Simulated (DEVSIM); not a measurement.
Structure: abrupt GaAs p-n junction, at 400 K.

```csv
layer (left to right),material,thickness (μm),Nd (cm⁻³),Na (cm⁻³),τn (s),τp (s)
1,GaAs,0.110,-,2.6e17,8.4e-9,8.4e-9
2,GaAs,13.0,2.9e15,-,8.4e-9,8.4e-9
```

Left contact: ohmic. Right contact: ohmic. Voltage is applied to the left contact. Recombination: SRH at mid-gap, Auger. Mobility is constant in doping.

The device is made up for the run: typed textbook-type constants, with dimensions and the other settings drawn at random. Values at 300 K; Nc and Nv go as T^1.5, mobilities as T to minus their exponent, the gap by Varshni's rule with the affinity fixed.

| parameter | GaAs |
|---|---|
| gap (eV) | 1.424 |
| affinity (eV) | 4.07 |
| permittivity | 12.9 |
| Nc (cm⁻³) | 4.7e17 |
| Nv (cm⁻³) | 9e18 |
| μn (cm²/Vs) | 8500 |
| μp (cm²/Vs) | 400 |
| T exponent of μn | 2.1 |
| T exponent of μp | 2.2 |
| Cn (cm⁶/s) | 1e-30 |
| Cp (cm⁶/s) | 1e-30 |
| Varshni α (eV/K) | 0.000541 |
| Varshni β (K) | 204 |

DEVSIM, 1D drift-diffusion, Boltzmann statistics, complete ionisation; no tunnelling, impact ionisation, image-force lowering or self-heating.

The thickness of layer 1 was swept, all else fixed.

| thickness of layer 1 (μm) | dark forward voltage at 100 A/cm² (V) | dark forward voltage at 1 A/cm² (V) |
|---|---|---|
| 0.022 | 0.905 | 0.687 |
| 0.038 | 0.922 | 0.704 |
| 0.066 | 0.938 | 0.722 |
| 0.11 | 0.951 | 0.738 |
| 0.19 | 0.967 | 0.754 |
| 0.33 | 0.980 | 0.767 |
| 0.55 | 0.992 | 0.777 |

From the first row to the last the dark forward voltage at 100 A/cm² goes from 0.905 to 0.992. From the first row to the last the dark forward voltage at 1 A/cm² goes from 0.687 to 0.777.
